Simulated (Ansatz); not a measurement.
Response to strain in BaZrO3

Take BaZrO$_{3}$ in the cubic perovskite structure (space group Pm-3m, No. 221; a = 4.181 Å) as the base.

Strains are applied to the cell and any free atomic positions relax.

Level of theory: plane-wave PAW DFT at the PBEsol level (Ansatz, a quantum-chemistry and plane-wave program, 420 eV), no SOC.

| isotropic strain (%) | pressure (GPa) |
|---|---|
| 0 | 0.0 |
| 0.6 | -2.8 |
| 1.2 | -5.4 |
| 1.8 | -7.7 |
| 2.4 | ? |
| 3 | -11.9 |

Task: Fit P = P₀ − Bδ + Cδ² with δ = (1 + ε)³ − 1 to the rows shown and predict the withheld row.

Result: Least squares on the printed values gives P₀ = 0.0 GPa, B = 159 GPa, C = 333 GPa (largest residual 0.0 GPa); this predicts -9.9 GPa, and the run gives -9.9 GPa, in agreement.

Whether these cells are dynamically stable was not tested.
